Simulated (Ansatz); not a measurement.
By PBEsol, the system below comes out a metal.

Given:

```
CELL_PARAMETERS angstrom
      2.85826     0.00000     0.00000
     -1.42913     2.47532     0.00000
      0.00000     0.00000     2.83944
ATOMIC_POSITIONS crystal
  W  0.00000 0.00000 0.00000
  C  0.66667 0.33333 0.50000
```

Space group of this cell: P-6m2. The cell is strained (lengths across the current scaled by 0.98, ions clamped); by PBEsol its mean pressure is 9.5 GPa.

The current flows along the normal of the first two printed cell vectors, the (001) (indices of the unstrained crystal) plane of the conventional cell. No spin-orbit coupling; the value is a mean over 0.1 eV about the Fermi level.

Q: Predict the ballistic conductance per area from PBEsol (Ansatz, an electronic-structure program).

A: 0.28 × 10¹⁵ S/m² for both spins.
